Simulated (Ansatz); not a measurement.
## A self-consistent single point of H4BrN (R3m, 6 atoms in the cell) with Ansatz

Level of theory: LDA (PW92), default PAW files made with PBE (plane waves; Ansatz, a program for electronic structure).

Input as run:

Ansatz 0.2 input:
```yaml
crystal:
  lattice:
    - [4.012100, 0.000000, 0.000000]
    - [0.000000, 4.012100, 0.000000]
    - [0.000000, 0.000000, 4.012100]
  atoms:
    - { symbol: H, position_ang: [0.598645, 0.598645, 3.413455] }
    - { symbol: H, position_ang: [0.598645, 3.413455, 0.598645] }
    - { symbol: H, position_ang: [3.442322, 3.442322, 3.442322] }
    - { symbol: H, position_ang: [3.413455, 0.598645, 0.598645] }
    - { symbol: Br, position_ang: [2.006050, 2.006050, 2.006050] }
    - { symbol: N, position_ang: [0.000000, 0.000000, 0.000000] }
basis:
  ecutwfc: 420.0
kpoints:
  mp_grid: { grid: [6, 6, 6] }
hamiltonian:
  xc: lda
  pseudopotentials: { kind: paw }
scf:
  occupations: { method: fixed }
output:
  forces: true
  eigenvalues: true
  stress: true
```

The program printed (abridged):

```
WARN ansatz: RAYON_NUM_THREADS=1 ignored (pool sized by the plan → 1); use --threads N
Pseudopotentials: kind: paw
Pseudopotential: H, paw, valence charge 1
Pseudopotential: Br, paw, valence charge 7
Pseudopotential: N, paw, valence charge 5
Crystal: 6 atoms, lattice volume = 64.583 Å³
Basis set: ecut = 420 eV, 1237 PW (Γ)
Bands: 14, of which v1, the nominal top of the filled ones, is band 8 counted from 1 (7 counted from 0)
Symmetry: 6 space group operations
Space group: R3m (ITA 160), of the structure as read, at distance tolerance 4.0e-5 Å
k-points: 32 of 216 (time reversal used)
PAW frozen core: Br, regenerated for the run's functional, and the local potential with it
PAW frozen core: N, regenerated for the run's functional, and the local potential with it
Initial density: superposition of atomic densities (neutral atoms: chi_scale 0, normalization atom), corrected by the library's trained network
Initial wavefunctions: pseudopotential atomic-orbital guess
Eigensolver: davidson
Functional: x = slater, c = lda
SCF iter   1: F=—  HF=-3133.533551 eV  |F-HF|=—  |Δ(HF+E_count)|=         —  Δρ=7.73e-3  dr2=1.87e-2  ethr=1.77e-3  ⟨swp⟩=5.4  Hψ=2135  notcnv=0  defer=118
all-band conjugate gradients solve this SCF's bands
preconditioner: auto → none
SCF iter   2: F=—  HF=-3133.529467 eV  |F-HF|=—  |Δ(HF+E_count)|=   4.08e-3  Δρ=3.07e-3  dr2=3.51e-3  ethr=1.17e-4  ⟨swp⟩=2.3  Hψ=867  notcnv=0  defer=122
SCF iter   3: F=—  HF=-3133.528815 eV  |F-HF|=—  |Δ(HF+E_count)|=   6.52e-4  Δρ=1.57e-3  dr2=1.36e-3  ethr=2.19e-5  ⟨swp⟩=2.0  Hψ=697  notcnv=0  defer=124
SCF iter   4: F=—  HF=-3133.528399 eV  |F-HF|=—  |Δ(HF+E_count)|=   4.16e-4  Δρ=1.28e-4  dr2=4.33e-6  ethr=8.48e-6  ⟨swp⟩=2.0  Hψ=699  notcnv=0  defer=124
SCF iter   5: F=—  HF=-3133.528399 eV  |F-HF|=—  |Δ(HF+E_count)|=   1.64e-7  Δρ=4.25e-5  dr2=8.58e-7  ethr=2.71e-8  ⟨swp⟩=2.7  Hψ=713  notcnv=0  defer=62
SCF iter   6: F=-3133.528399 eV  HF=-3133.528399 eV  |F-HF|=5.26e-8  |Δ(HF+E_count)|=   2.49e-7  Δρ=1.42e-5  dr2=7.29e-8  ethr=6.25e-10  ⟨swp⟩=9.4  Hψ=2977  notcnv=0
SCF 1 converged in 6 iterations: F = -3133.528399 eV  dr2 = 7.29e-8
SCF converged after 6 iterations
Free energy (F): -3133.528399 eV
Harris-Foulkes:  -3133.528399 eV  (|F-HF|=5.26e-8)
Internal energy: -3133.528399 eV  (E = F + TS)
E sigma→0 (E₀):  -3133.528399 eV
Fermi energy:    0.837331 eV
--- Per-component energies (eV) ---
  E_band       = -98.579862
  E_kinetic    = 320.334873
  E_local      = -647.383968  (includes V_loc(G=0)·N_el)
  E_nonlocal   = 126.176568
  E_hartree    = 181.779537
  E_xc         = -354.504979
  E_vxc        = -225.014632  (∫ρ·V_xc dr)
  E_paw        = -2282.102673  (= ΣΔE_a)
  E_vpaw       = -36.250649  (= ΣTr[D̂ρ^β])
  E_aug_tail   = -0.004612  (compensation charges beyond the density's cutoff)
  E_ewald      = -478.109700
  E_core_change = 0.286555  (= ΣΔE_core)
  E_smearing   = -0.000000  (= −TS)
  E_closure    = 0.000000  (closes the sum)
  Σ components = -3133.528399   (vs F -3133.528399, Δ=0.00e0)
--- Forces (eV/Å), atoms counted from 1 ---
  atom   1  H      0.29759124     0.29759124    -0.26118270
  atom   2  H      0.29759124    -0.26118270     0.29759124
  atom   3  H     -1.48594100    -1.48594100    -1.48594100
  atom   4  H     -0.26118270     0.29759124     0.29759124
  atom   5  Br    -0.02520434    -0.02520434    -0.02520434
  atom   6  N      1.17710492     1.17710492     1.17710492
  max |Σ_I F_I| component: 4.06e-5 eV/Å
--- Stress (GPa, compression-positive) ---
        1.184871       1.861581       1.861581
        1.861581       1.184871       1.861581
        1.861581       1.861581       1.184871
  P = ⅓ Tr σ = 1.1849 GPa (11.849 kbar)
  The stress holds the Pulay correction. Without it, at fixed plane waves, as pw.x and ABINIT print it: P = 0.7997 GPa
--- Band table (eV; the first three rows and the last of 32) ---
  k-point 0: bands = ["-17.3346", "-11.8893", "-6.8653", "-6.6072", "-6.6072", "0.7419", "0.7419", "0.7537", "4.7320", "7.4712", "7.4712", "10.4140", "10.4140", "10.8528"]
  k-point 1: bands = ["-17.3133", "-11.9007", "-6.8641", "-6.6164", "-6.5865", "0.1613", "0.7090", "0.7218", "5.3982", "7.7244", "8.0936", "10.2871", "10.4013", "10.8143"]
  k-point 2: bands = ["-17.2696", "-11.9266", "-6.8639", "-6.6144", "-6.5431", "-0.7084", "0.6406", "0.6633", "6.6437", "8.4820", "9.0027", "10.1472", "10.3550", "11.1252"]
  k-point 31: bands = ["-17.1424", "-11.5830", "-7.0875", "-6.8440", "-6.8440", "-0.6478", "-0.6478", "-0.6115", "8.4086", "8.4086", "8.4272", "10.7730", "10.7730", "10.7990"]
```

The run converged in 6 iterations.

The starting cell comes from a database of computed structures (which also holds hypothetical and non-ambient phases and stackings), without a prior relaxation at this level. Its lattice was rescaled by up to half a per cent. One atom was moved a little off its site on purpose. Forces in this geometry exceed 1 eV/Å. Ansatz's pressure includes its estimate of the finite-basis (Pulay) stress.
